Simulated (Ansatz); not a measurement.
SiO2 in the rutile structure (space group P4_2/mnm, No. 136)

```cif
data_O4Si2
_chemical_formula_sum 'Si2 O4'
_space_group_name_H-M_alt 'P 1'
_space_group_IT_number 1
_cell_length_a 4.23616
_cell_length_b 4.23616
_cell_length_c 2.69045
_cell_angle_alpha 90.000
_cell_angle_beta 90.000
_cell_angle_gamma 90.000
loop_
_space_group_symop_operation_xyz
  'x, y, z'
loop_
_atom_site_label
_atom_site_type_symbol
_atom_site_fract_x
_atom_site_fract_y
_atom_site_fract_z
_atom_site_occupancy
Si1 Si 0.50000 0.50000 0.50000 1
Si2 Si 0.00000 0.00000 0.00000 1
O1 O 0.80699 0.80699 0.50000 1
O2 O 0.30699 0.69301 0.00000 1
O3 O 0.69301 0.30699 0.00000 1
O4 O 0.19301 0.19301 0.50000 1
```

Computed with Ansatz (a program for electronic structure), PBE, PAW, cutoff 420 eV, without spin-orbit coupling. k-mesh 8×8×12 (Γ-centred); smearing 0.05 eV (Fermi–Dirac).

The volume per atom is 8.05 Å³ and the density comes out as 4.13 g/cm³. The band gap is 5.04 eV, direct at Γ and the electron mass is 0.36 mₑ along c, 0.45 mₑ across. The hole mass is 1.9 mₑ along c, 1.1 mₑ across and the lowest conduction-band minima above the VBM is Γ 5.04 eV. The total energy comes out as -591.170 eV/atom (σ→0; compares only within this code and set-up).

Effective masses come from finite differences of ±0.01 Å⁻¹. No phonon test of stability was made.
